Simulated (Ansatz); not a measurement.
Consider Sn in the diamond structure (space group Fd-3m, No. 227; a = 6.655 Å; relaxed with 0.1 eV smearing). Axes: x, y, z lie along the cube axes.

Calculations: Ansatz (an electronic-structure program) PBE, without spin-orbit coupling.

Modification: the cell is stretched by 3.56 % along y with no lateral relaxation, atoms relaxed at fixed cell.

**Question.** Predict the stress tensor and what it implies for the stiffness.

**Answer.** Stress of the strained cell less that of the base (GPa, compression positive):
```
   -0.8     0.0     0.0
    0.0    -1.8     0.0
    0.0     0.0    -0.8
```

Then −Δσ_ii/ε with ε = 0.0356 gives secant stiffness values (nonlinear terms included at this strain): C22 ≈ 51 GPa, C12 ≈ 23 GPa and C23 ≈ 23 GPa.

As a check, the harmonic strain energy −½ V₀ Δσ:ε is 7.5 meV/atom; the computed energy rise is 7.6 meV/atom.

Whether these cells are dynamically stable was not tested.
